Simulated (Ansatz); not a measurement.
Functionals compared on OH on the 1x1 (100) surface of fcc Cu, one in a 2x2 cell, started at the site 'bridge Cu-Cu (span 2.6 Å)', in Ansatz (plane waves, PAW). The structure was relaxed with PBE; the other rows are single points on it, each with its references at the same level. Cutoff 420 eV (500 eV for r2SCAN).

Set-up: 18 atoms, 5.3 Å thick at the start under the adsorbate (thin: gaps and levels are the slab's own); mesh 6x6x1; 0.1 eV smearing; dipole correction on; 8 atoms held, the rest relaxed; held to the start's symmetry, so lower structures may exist; spin-polarised, no spin-orbit, no U, no dispersion correction. The starting moment vanished. At the end it is bonded to 2 Cu. In PBE it is, or lies within 0.03 eV of, the lowest of the starts that converged. These notes are the PBE run's. r2SCAN: The program's check for a lower electronic state was not made. Adsorption energies are against H2O(g) − ½ H2(g). A negative adsorption energy means that the adsorbate is more stable on the surface than in its reference.

```tsv
functional	adsorption energy (eV)	work function of the top face (eV)	change of the work function (eV)	magnetic moment of the cell (μB)	rough cost of the single point
PBE	0.01	4.40	-0.15	0.00	–
RPBE	0.19	4.25	-0.12	0.00	very roughly 7 core-minutes
r2SCAN	[?]	[?]	[?]	0.00	roughly 15 core-minutes
```

Problem. Some entries are withheld; supply them.

Solution. 
- r2SCAN, adsorption energy (eV): -0.27
- r2SCAN, work function of the top face (eV): 4.43
- r2SCAN, change of the work function (eV): -0.11

Ansatz is an electronic-structure program.
